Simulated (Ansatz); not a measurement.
Input and output of a self-consistent single point for Mo2Rh (Fmm2, 3 atoms in the cell) (Ansatz, a program for electronic structure).

Level of theory: PBEsol, default PAW files made with PBE (plane waves; Ansatz).

```
CELL_PARAMETERS angstrom
      0.00000     1.96783     6.19018
      1.86970     0.00000     6.19018
      1.86970     1.96783     0.00000
ATOMIC_POSITIONS crystal
  Mo 0.34462 0.34462 0.65538
  Mo 0.65942 0.65942 0.34058
  Rh 0.00000 0.00000 0.00000
```

Reference input (self-consistent single point, DFT, PBEsol, plane waves, default PAW files made with PBE): basis.ecutwfc = 420 eV; kpoints.mp_grid.grid = 12 12 12; hamiltonian.xc = pbesol; hamiltonian.pseudopotentials = {kind: paw} (the program's default PAW files); scf.occupations.method = gaussian; scf.occupations.width = 0.1 eV. This run's input differs from it in these lines:

Ansatz 0.2 input:
```diff
@@ -13,3 +13,3 @@
 kpoints:
-  mp_grid: { grid: [12, 12, 12] }
+  mp_grid: { grid: [20, 20, 20] }
 hamiltonian:
@@ -18,3 +18,3 @@
 scf:
-  occupations: { method: gaussian, width: 0.1 }
+  occupations: { method: gaussian, width: 0.05 }
 output:
```

The program printed (abridged):

```
SCF iter   1: F=—  HF=-16133.827799 eV  |F-HF|=—  |Δ(HF+E_count)|=         —  Δρ=1.30e-2  dr2=1.82e-1  ethr=1.77e-3  ⟨swp⟩=5.6  Hψ=115303  notcnv=0
all-band conjugate gradients solve this SCF's bands
preconditioner: auto → Kerker (q_TF=auto, 2.723 Å⁻¹)
SCF iter   2: F=—  HF=-16133.816609 eV  |F-HF|=—  |Δ(HF+E_count)|=   1.12e-2  Δρ=6.60e-3  dr2=6.31e-2  ethr=4.05e-4  ⟨swp⟩=1.0  Hψ=40825  notcnv=0  defer=3
   [... lines left out ...]
SCF iter   6: F=—  HF=-16133.809340 eV  |F-HF|=—  |Δ(HF+E_count)|=   6.94e-7  Δρ=2.37e-5  dr2=1.56e-7  ethr=1.01e-8  ⟨swp⟩=2.0  Hψ=40820  notcnv=0  defer=208
SCF iter   7: F=-16133.809340 eV  HF=-16133.809340 eV  |F-HF|=5.44e-9  |Δ(HF+E_count)|=   2.28e-8  Δρ=6.21e-6  dr2=1.06e-8  ethr=2.22e-10  ⟨swp⟩=5.4  Hψ=109892  notcnv=0
the search or the solves at the SCF's close seem to have found levels that the self-consistency loop had missed (the run counts 1) …
SCF 1 converged in 7 iterations: F = -16133.809340 eV  dr2 = 1.06e-8
Free energy (F): -16133.809340 eV
Internal energy: -16133.808026 eV  (E = F + TS)
E sigma→0 (E₀):  -16133.808683 eV
Entropy (-TS):   -0.001314 eV (-0.438 meV/atom)
Fermi energy:    20.977973 eV
--- Forces (eV/Å), atoms counted from 1 ---
  atom   1  Mo     0.00000000     0.00000000    -0.45207671
  atom   2  Mo     0.00000000     0.00000000     0.29342425
  atom   3  Rh     0.00000000     0.00000000     0.15864659
--- Stress (GPa, compression-positive) ---
       -6.788373       0.000000       0.000000
        0.000000      -8.815747       0.000000
        0.000000       0.000000      -8.621778
  P = ⅓ Tr σ = -8.0753 GPa (-80.753 kbar)
  The stress holds the Pulay correction. Without it, at fixed plane waves, as pw.x and ABINIT print it: P = -8.1242 GPa
```

The run converged in 7 iterations. Against the reference run the free energy falls by 2.9 meV/atom, the pressure goes from -7.94 to -8.08 GPa and the largest force goes from 0.501 to 0.452 eV/Å.

The starting cell comes from a database of computed structures (which also holds hypothetical and non-ambient phases and stackings), without a prior relaxation at this level. Its lattice was rescaled by up to half a per cent. One atom was moved a little off its site on purpose. Spin polarisation is off. With a pressure of about -8 GPa the cell is away from its equilibrium volume at this level. Ansatz's pressure includes its estimate of the finite-basis (Pulay) stress.

Cost on one core of a shared machine: roughly 2 min.
